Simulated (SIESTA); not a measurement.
Band structure of Bi (R-3m, 2 atoms in the cell).

```xyz
2
Lattice="4.1658 -2.2750 0.0000 4.1658 2.2750 0.0000 2.9234 0.0000 3.7394" Properties=species:S:1:pos:R:3 pbc="T T T"
Bi     2.6337     0.0000     0.8750
Bi     8.6214     0.0000     2.8644
```

Method: GGA PBE, numerical atomic orbitals DZP, PseudoDojo PBE standard norm-conserving potentials (rewritten from UPF to PSML) (SIESTA 5.4.2).

Settings: XC.functional = GGA; XC.authors = PBE; potentials = PseudoDojo PBE standard; PAO.BasisSize = DZP; PAO.EnergyShift = 0.01 Ry; MeshCutoff = 350 Ry; kgrid.MonkhorstPack = 6 6 6; OccupationFunction = FD; ElectronicTemperature = 100 meV; MaxSCFIterations = 150; SCF.Mixer.Method = Pulay; SCF.Mixer.Weight = 0.1; SCF.Mixer.History = 6; SCF.DM.Tolerance = 1.0E-05.

The starting cell has typed, rounded lattice constants, without a prior relaxation at this level. Spin-orbit coupling is off. Values carry the incompleteness of an atom-centred basis.

Levels in eV from the Fermi level, bands 12 to 17:
```
point      12     13     14     15     16    17
-----  ------  -----  -----  -----  -----  ----
Γ       -7.58  -1.40  -1.21  -1.21   2.58  3.03
L      -10.60  -1.33  -1.24  -0.30  -0.25  0.51
B1     -10.29  -4.11  -4.01  -0.43   0.78  5.13
B      -10.29  -4.11  -4.01  -0.43   0.78  5.13
Z       -9.96  -0.98  -0.66  -0.66   0.67  0.67
X      -10.33  -4.40  -2.51  -2.46   3.00  3.08
Q      -10.33  -4.40  -2.51  -2.46   3.00  3.08
F       -9.56  -4.70  -3.01  -2.92   2.43  4.98
P1     -10.01  -4.46  -2.48  -2.39   2.80  3.48
P      -10.01  -4.46  -2.48  -2.39   2.80  3.48
```

Bands cross the Fermi level along this path, so the cell is metallic at this level.

Higher empty bands are left out: an atom-centred basis made for the valence describes them poorly.
